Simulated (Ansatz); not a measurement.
Cubic perovskite BaZrO3, treated with r²SCAN (Ansatz, a program for electronic structure, PAW).

Numerical settings: plane-wave cutoff 600 eV, 6×6×6 k mesh, finite displacements, scalar-relativistic PAW data made under PBE.

Cell (relaxed at this level):

```cif
data_BaO3Zr
_chemical_formula_sum 'Ba1 Zr1 O3'
_space_group_name_H-M_alt 'Pm-3m'
_space_group_IT_number 221
_space_group_name_Hall '-P 4 2 3'
_cell_length_a 4.20502
_cell_length_b 4.20502
_cell_length_c 4.20502
_cell_angle_alpha 90.000
_cell_angle_beta 90.000
_cell_angle_gamma 90.000
loop_
_atom_site_label
_atom_site_type_symbol
_atom_site_symmetry_multiplicity
_atom_site_Wyckoff_symbol
_atom_site_fract_x
_atom_site_fract_y
_atom_site_fract_z
_atom_site_occupancy
Ba1 Ba 1 a 0.00000 0.00000 0.00000 1
Zr1 Zr 1 b 0.50000 0.50000 0.50000 1
O1 O 3 c 0.00000 0.50000 0.50000 1
```

Task: What does this level give for the high-frequency dielectric constant and static dielectric constant?

Result: 
high-frequency dielectric constant: 4.48
static dielectric constant: 54.2

Measured, for comparison: static dielectric constant 47 (0 K, zero-point motion not removed; as tabulated in arXiv:cond-mat/0603674). Computed (rounded) less measured: static dielectric constant +15 %.

Spin–orbit coupling is not included.

It cost roughly 2.2 core-minutes of CPU time.
